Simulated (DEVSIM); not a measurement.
System: Al/Al2O3/p-Ge capacitor, at 250 K.

Layer 1 from the left is Al2O3, thickness (nm) 10.0. Layer 2 from the left is Ge, thickness (nm) 7100, Na (cm⁻³) 7.1e15.

Metal gate on the left, work function 4.1 eV. Fixed charge at the semiconductor interface 5.9e10 cm⁻² (in units of +e); no interface traps.

Constants are typed, rounded textbook-type inputs, not results; the design itself was drawn at random and stands for no fabricated device. Values at 300 K; Nc and Nv go as T^1.5, mobilities as T to minus their exponent, the gap by Varshni's rule with the affinity fixed.

Al2O3: gap (eV) 6.8, affinity (eV) 1.35, permittivity 9. Ge: gap (eV) 0.664, affinity (eV) 4, permittivity 16, Nc (cm⁻³) 1.04e19, Nv (cm⁻³) 6e18, Varshni α (eV/K) 0.000477, Varshni β (K) 235.

**Question.** Estimate by hand the flat-band voltage, the threshold voltage, and compare with a numerical solution.

**Answer.** 
- Flat-band voltage: C = 0.797 μF/cm², work-function difference -0.443 V; VFB = φms − qNf/C = -0.46 V; numerical -0.46 V.
- Threshold voltage: φF = 0.196 V, depletion charge √(4εqNφF) = 3.56e-8 C/cm²; VT = VFB + 2φF + Qd/C = -0.02 V; numerical -0.02 V.

Simulated with DEVSIM: 1D Poisson equation in equilibrium, Boltzmann statistics, complete ionisation; no quantum confinement or tunnelling. Metal contacts follow the ideal Schottky-Mott rule: no Fermi-level pinning, no interface dipoles.
